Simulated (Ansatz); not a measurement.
CdS: isotropic strain −0.60 %

Take CdS in the wurtzite structure (space group P6_3mc, No. 186; a = 4.196 Å, c = 6.830 Å) as the base.

Modification: an isotropic linear strain of −0.60 %; the atoms relax in the strained cell.

All numbers come from Kohn–Sham DFT with the PBE functional, run in Ansatz (a program for electronic structure) with PAW and 420 eV plane waves, no spin-orbit coupling. Settings: 9×9×5 k-points, 0.05 eV Fermi–Dirac smearing.

Space group: P6_3mc (No. 186) (base P6_3mc (No. 186))
Energy relative to the base (free energy F): +1.4 meV/atom
Pressure (mean of the normal stresses, compression positive): 1.00 GPa (base 0.00 GPa)
Band gap: 1.15 eV (base 1.11 eV)
Gap character: direct at Γ (base direct at Γ)
Mean gap deformation potential ΔEg/Δln V: -2.4 eV
Width of the top valence band: 1.61 eV (base 1.55 eV)
Electron mass: 0.12 mₑ along c, 0.13 mₑ across (at Γ) (base 0.12 mₑ along c, 0.13 mₑ across (at Γ))
Valence-band top at Γ (three highest levels, from the VBM): 0.00, 0.00, -0.04 eV (base 0.00, 0.00, -0.04 eV)

Effective masses come from finite differences of ±0.01 Å⁻¹. Stability against distortions was not tested.
